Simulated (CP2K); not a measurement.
Input and output of a self-consistent single point for V3Re (P1, 4 atoms in the cell) (CP2K).

Method of the run: CP2K 2026.2 with LDA (Pade form), GPW, DZVP-MOLOPT-SR-GTH basis, GTH-PADE potentials (GTH_POTENTIALS).

The change in words: lattice scaled by 0.98. Reference geometry:
```
CELL_PARAMETERS angstrom
      4.24469     0.00000     0.00000
      2.12235     3.67601     0.00000
      2.12235     1.22534     3.46578
ATOMIC_POSITIONS crystal
  V  0.76781 0.74881 0.74758
  V  0.25730 0.24710 0.25073
  V  0.98491 0.99468 0.99541
  Re 0.48998 0.50941 0.50629
```

Reference input (self-consistent single point, DFT LDA (Pade form), GPW, DZVP-MOLOPT-SR-GTH basis, GTH-PADE potentials (GTH_POTENTIALS)): CUTOFF = 600 Ry; REL_CUTOFF = 60 Ry; SMEAR/METHOD = GAUSSIAN; SIGMA = 0.1 eV; KPOINTS/SCHEME = MONKHORST-PACK 5 5 5; XC_FUNCTIONAL = PADE; V/BASIS_SET = DZVP-MOLOPT-SR-GTH-q13; V/POTENTIAL = GTH-PADE-q13; Re/BASIS_SET = DZVP-MOLOPT-SR-GTH-q15; Re/POTENTIAL = GTH-PADE-q15; METHOD = GPW; EPS_DEFAULT = 1e-10. This run's input differs from it in these lines:

```diff
@@ -63,4 +63,4 @@
     &CELL
-      ABC 4.24469100 4.24469104 4.24469158
-      ALPHA_BETA_GAMMA 59.99999469 59.99999671 59.99999255
+      ABC 4.15979700 4.15979736 4.15979724
+      ALPHA_BETA_GAMMA 59.99999565 59.99999395 59.99999489
       PERIODIC XYZ
```

Output, abridged:

```
 SCF WAVEFUNCTION OPTIMIZATION

  Step     Update method      Time    Convergence         Total energy    Change
     1 NoMix/Diag. 0.20E+00      -     3.37673236      -296.6802312840 -2.97E+02
     2 Broy./Diag. 0.20E+00      -     0.15096567      -297.0919354151 -4.12E-01
     3 Broy./Diag. 0.20E+00      -     0.21328818      -295.9959839112  1.10E+00
     4 Broy./Diag. 0.20E+00      -     0.11399649      -294.7908748458  1.21E+00
     5 Broy./Diag. 0.20E+00      -     0.04301224      -294.1116896437  6.79E-01
     6 Broy./Diag. 0.20E+00      -     0.01597942      -293.9996778537  1.12E-01
   [... 4 lines left out ...]
    11 Broy./Diag. 0.20E+00      -     0.00004890      -294.1163482200  5.15E-04
    12 Broy./Diag. 0.20E+00      -     0.00001250      -294.1163484348 -2.15E-07
    13 Broy./Diag. 0.20E+00      -     0.00000311      -294.1163487344 -3.00E-07
    14 Broy./Diag. 0.20E+00      -     0.00000075      -294.1163451053  3.63E-06
  *** SCF run converged in    14 steps ***

  Overlap energy of the core charge distribution:               0.00000000007233
  Self energy of the core charge distribution:               -501.14938140115606
  Core Hamiltonian energy:                                    127.25110700920000
  Hartree energy:                                             113.97047608812619
  Exchange-correlation energy:                                -34.18785978747434
  Smearing free energy correction:                             -0.00068701423566
  Fermi energy:                                                 0.56306607024990

  Total energy:                                              -294.11634510528899
  Total energy (extrapolated to sigma->0):                   -294.11600159817118

   [... lines left out ...]

 STRESS| Analytical stress tensor [bar]
 STRESS|                        x                   y                   z
 STRESS|      x       -1.10478746351E+05  -5.85258053521E+01  -1.86646450707E+03
 STRESS|      y       -5.85258053521E+01  -9.78250532305E+04   1.71619456597E+03
 STRESS|      z       -1.86646450707E+03   1.71619456597E+03  -9.75143364910E+04
 STRESS| 1/3 Trace                                            -1.01939378691E+05
```

The run converged in 14 iterations. Against the reference run the free energy goes down by 82.9 meV/atom, the pressure goes from -22.62 to -10.19 GPa and the largest force goes from 1.172 to 1.370 eV/Å.

The starting cell comes from a database of computed structures (which also holds hypothetical and non-ambient phases and stackings), without a prior relaxation at this level. Its atoms were displaced at random from the sites of space group no. 225. For this run, on top of that: lattice scaled by 0.98. Spin polarisation is off. Values carry the incompleteness of an atom-centred basis. With a pressure of about -10 GPa the cell is away from its equilibrium volume at this level. Forces in this geometry exceed 1 eV/Å.

Cost on one core of a shared machine: roughly 3 min.
